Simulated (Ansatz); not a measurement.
System: L1₂ (Cu3Au-type) Al₃Sc. Method: PBE (Ansatz, a quantum-chemistry and plane-wave program, plane waves, PAW).

Total energies, extrapolated to zero smearing (they compare only within this program, potentials and cutoff):

| system | energy (eV/atom) |
|---|---|
| L1₂ (Cu3Au-type) Al₃Sc, relaxed | -937.5342 |
| hcp Sc | -2135.8095 |
| fcc Al | -537.5013 |

Question: Work out the enthalpy of formation per atom.

Answer: ΔH_f ≈ ΔE = -937.5342 − [1 × (-2135.8095) + 3 × (-537.5013)]/4 = -0.456 eV/atom (0 K, no vibrations). The reference value is -0.451 ± 0.02 eV/atom (measured, 298 K, copied from a table, unchecked, not corrected to a static lattice; as tabulated in Wang et al. (2021), doi:10.1038/s41598-021-94550-5), a difference of -0.005 eV/atom.

The PAW data were made under PBE.
